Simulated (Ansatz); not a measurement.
## Effect of biaxial strain −4.27 %, plane normal [001], relaxed out of plane on FeB

Start from FeB (space group Cmcm, No. 63; a = 2.831 Å, b = 7.384 Å, c = 2.958 Å; ferromagnetic; a cell from a computed database, its experimental status unchecked; relaxed with 0.1 eV smearing). Axes: x, y, z lie along a, b, c of the conventional cell.

It is then changed as follows: biaxial strain −4.27 %, plane normal [001], relaxed out of plane (Cartesian); in-plane vectors clamped, the third vector and the atoms free.

The values are results of PBEsol (Ansatz, a quantum-chemistry and plane-wave program), no SOC, not measurements. k-mesh 18×18×16 (Γ-centred); smearing 0.1 eV (Fermi–Dirac).

* **Volume per atom**: 7.51 Å³ (base 7.73 Å³)
* **Space group**: Cmcm (No. 63) (base Cmcm (No. 63))
* **Shortest interatomic distance**: 188.6 pm (base 181.8 pm)
* **Pressure (mean of the normal stresses, compression positive)**: 6.9 GPa (base 0.0 GPa)
* **Band gap**: zero (base zero)
* **Magnetic state**: ferromagnetic (base ferromagnetic)
* **Largest site moment**: 0.69 μB (base 1.12 μB)
* **Out-of-plane strain**: +6.04 %
* **Ratio −ε⊥/ε∥**: 1.41
* **Mean in-plane stress (compression positive)**: +10.4 GPa

Cost of the whole job for the changed cell (relaxation, final SCF and bands): roughly 17 core-minutes.

Other magnetic orders, which the real material may have, were not ruled out. Stability against distortions was not tested.
